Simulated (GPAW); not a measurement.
# Pressure against volume in zinc-blende BeTe (space group 216) (GPAW, LDA)

```
BeTe
1.0
    0.00000     2.70552     2.70552
    2.70552     0.00000     2.70552
    2.70552     2.70552     0.00000
Be Te
1 1
Direct
  0.00000   0.00000   0.00000
  0.75000   0.75000   0.75000
```

Computed with LDA (Perdew-Wang 92), GPAW PAW datasets LDA (gpaw-data 1.0.1) (plane waves; GPAW 25.7.0). Settings: mode = pw; ecut = 780 eV; xc = LDA; kpts = 10 10 10; mesh shift (steps) = 0 0 0; occupations.name = fermi-dirac; occupations.width = 0.01 eV; nbands = -6; convergence.density = 1e-05 e/electron; convergence.energy = 1e-05 eV/electron; convergence.bands = -4; symmetry.symmorphic = false; symmetry.tolerance = 0.0005; maxiter = 120. The cell above is the first row's. The rows scale it uniformly. In all rows fractional positions and the k mesh are held.

| V (Å^3/atom) | P (GPa) |
|---|---|
| 19.804 | ? |
| 20.234 | 4.14 |
| 20.665 | 2.52 |
| 21.095 | 1.05 |
| 21.526 | -0.27 |
| 21.956 | -1.47 |
| 22.387 | -2.55 |
| 22.818 | -3.53 |
| 23.248 | -4.42 |

**Question.** Fit P against V with a cubic, and predict the withheld value at V = 19.804.

**Answer.** With u = V - 21.7, the rows have u = -1.4660, -1.0350, -0.6050, -0.1740, 0.2560, 0.6870, 1.1180, 1.5480. Least squares gives P = -0.771 - 2.8048·u + 0.3319·u² - 0.02750·u³. Residuals (row less fit): -0.001, 0.002, -0.003, 0.003, -0.002, 0.000, 0.000, 0.000; standard error 0.003 (degrees of freedom: 4). The fitted pressure is zero at V0 = 21.43, where dP/dV = -2.987, so B0 = -V0·dP/dV = 64.0 GPa. At the withheld row, u = -1.8960, so P = -0.771 - 2.8048 × (-1.8960) + 0.3319 × (-1.8960)² - 0.02750 × (-1.8960)³ = 5.927 GPa. The calculation gives 5.93 GPa, which the fit meets to the printed digits. The row lies outside the fitted rows, so this is an extrapolation. From the scatter of the fitted rows alone, a prediction at this place has a standard error of 0.007 GPa, so the miss is 0.4 times that.

Carrying the step between the two nearest rows on in a straight line would have given 5.76, off by 0.17; series whose last step already gives the withheld value aren't shown. The scan was laid around a cell of about the measured size, scaled by a guess for this functional. The runs keep the symmetry of the cell, so they don't test it for distortions. Spin-orbit coupling is off. Cutoffs and mesh are single choices, not tested for convergence of this quantity. Series with a scatter that would blur these digits, or in which a gap closes, are not shown.
